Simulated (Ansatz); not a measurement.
Results of PBE0 in Ansatz (PAW) for YOF (P4/nmm, No. 129, 6 atoms in the cell; start mp-10219).

Numerical settings: plane-wave cutoff 460 eV, 6×6×4 k mesh (along the axes of the cell as run), Fermi–Dirac smearing 0.01 eV, scalar-relativistic PAW data made under PBE.

Cell (relaxed with PBEsol):

```
YFO
1.0
    3.81102     0.00000     0.00000
    0.00000     3.81102     0.00000
    0.00000     0.00000     5.42145
Y O F
2 2 2
Direct
  0.50000   0.00000   0.71131
  0.00000   0.50000   0.28869
  0.00000   0.00000   0.50000
  0.50000   0.50000   0.50000
  0.50000   0.50000   0.00000
  0.00000   0.00000   0.00000
```

Problem. Give the computed band gap and smallest direct gap on the k points sampled.

Solution. 
band gap: 7.47 eV
smallest direct gap on the k points sampled: 7.73 eV

Note: cell and atoms aren't relaxed at this level (pressure 2.1 GPa).

Spin–orbit coupling is not included.

The computed numbers hold no vibrational or temperature effects.

A start named mp-… is a Materials Project structure, which need not be a measured phase.

Ansatz is a quantum-chemistry and plane-wave program.
